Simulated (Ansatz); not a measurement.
All values below come from PBE (plane waves to 420 eV, PAW; Ansatz, an electronic-structure program).

Planar average of the electrostatic potential across the slab, in eV from the Fermi level, for OH on the 1x1 (111) surface of fcc Ag, one in a 2x2 cell, started at the site 'top Ag':

```tsv
z (Å)	V (eV)
5.30	4.47
5.59	4.47
5.89	4.47
6.18	4.46
6.48	4.46
6.77	4.44
7.07	4.42
7.36	4.36
7.66	4.23
7.95	3.97
8.24	3.42
8.54	2.20
8.83	-0.96
9.13	-6.18
9.42	-10.50
9.72	-11.92
10.01	-9.90
10.31	-5.29
10.60	-0.56
10.89	1.00
11.19	-1.04
11.48	-5.94
11.78	-10.37
12.07	-12.06
12.37	-10.30
12.66	-5.82
12.96	-0.92
13.25	1.00
13.54	-0.78
13.84	-5.60
14.13	-10.14
14.43	-12.03
14.72	-10.48
15.02	-6.12
15.31	-1.19
15.61	0.95
15.90	-0.67
16.19	-5.38
16.49	-9.95
16.78	-11.93
17.08	-10.46
17.37	-6.14
17.67	-1.16
17.96	1.03
18.26	1.58
18.55	2.27
18.84	3.28
19.14	3.43
19.43	3.30
19.73	3.71
20.02	3.82
20.32	3.87
20.61	3.89
20.91	3.89
21.20	3.90
21.49	3.90
21.79	3.90
22.08	3.90
22.38	3.90
22.67	3.90
22.97	3.90
23.26	3.90
23.56	3.90
```

Set-up: 18 atoms, 7.1 Å thick at the start under the adsorbate (thin: gaps and levels are the slab's own); mesh 6x6x1; 0.1 eV smearing; dipole correction on; 8 atoms held, the rest relaxed; no symmetry held; spin-polarised, no spin-orbit, no U, no dispersion correction. The starting moment vanished. At the end it is bonded to 3 Ag. In PBE it is, or lies within 0.03 eV of, the lowest of the starts that converged.

Question: The surface cell has an area of 29.81 Å². What dipole along the normal does the step between the two vacuum levels imply?

Answer: the top vacuum level lies 0.57 eV below the bottom one; p = −ε₀ A ΔV (ε₀ = 0.005526 e/(V·Å)) gives 0.09 e·Å a cell.
